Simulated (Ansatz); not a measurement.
The reference is CdS in the zinc blende structure (space group F-43m, No. 216; a = 5.878 Å). Axes: x, y, z lie along the cube axes.

All numbers come from r2SCAN, PAW, 500 eV (Ansatz, an electronic-structure program; spin-orbit coupling left out).

Strains are applied to the cell and any free atomic positions relax.

One change was made to it. Results:

| quantity | base | after |
|---|---|---|
| valence-band top at Γ (three highest levels, from the VBM) | 0.00, 0.00, 0.00 eV | 0.00, -0.02, -0.02 eV |
| pressure (mean of the normal stresses, compression positive) | 0.01 GPa | 0.31 GPa |

Problem. What was done to the base?
(A) uniaxial strain ε_zz = −1.00 %
(B) uniaxial strain ε_zz = −1.50 %
(C) uniaxial strain ε_zz = −0.50 %
(D) uniaxial strain ε_zz = −2.50 %
(E) uniaxial strain ε_zz = −3.00 %

Solution. C, uniaxial strain ε_zz = −0.50 %. For comparison, the valence-band top at Γ in the other runs: uniaxial strain ε_zz = −3.00 % gives 0.00, -0.09, -0.09 eV; uniaxial strain ε_zz = −2.50 % gives 0.00, -0.07, -0.07 eV; uniaxial strain ε_zz = −1.50 % gives 0.00, -0.04, -0.04 eV; uniaxial strain ε_zz = −1.00 % gives 0.00, -0.03, -0.03 eV.

The levels and masses belong to the bands next to the band gap. Stability against distortions was not tested.
